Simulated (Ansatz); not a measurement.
## SnTe₂ (model structure, started from the CdCl2 type, R-3m, No. 166, 3 atoms in the cell): properties by level of theory

```json
[
 {"level (code)": "LDA (Ansatz)", "equilibrium lattice constant a (Å)": "4.107", "c axis length (Å)": "18.234", "cohesive energy (eV/atom)": "3.61"},
 {"level (code)": "PBE (Ansatz)", "equilibrium lattice constant a (Å)": "4.238", "c axis length (Å)": "18.694", "cohesive energy (eV/atom)": "2.76"},
 {"level (code)": "PBE-D3(BJ) (Ansatz)", "equilibrium lattice constant a (Å)": "4.147", "c axis length (Å)": "18.445", "cohesive energy (eV/atom)": "3.18"}
]
```

Ansatz's density-functional and Hartree–Fock values are scalar-relativistic unless marked +SOC, with PAW data made under PBE.

Free atoms are spin-polarised, in the lowest state found; at levels without +SOC their spin–orbit coupling is left out.

Computed values are for the static lattice.

A model structure was made by putting elements into a prototype or built by hand; it is no filed structure, need not be a known phase, and can be a saddle point held by its symmetry.

Ansatz is a quantum-chemistry and plane-wave program.
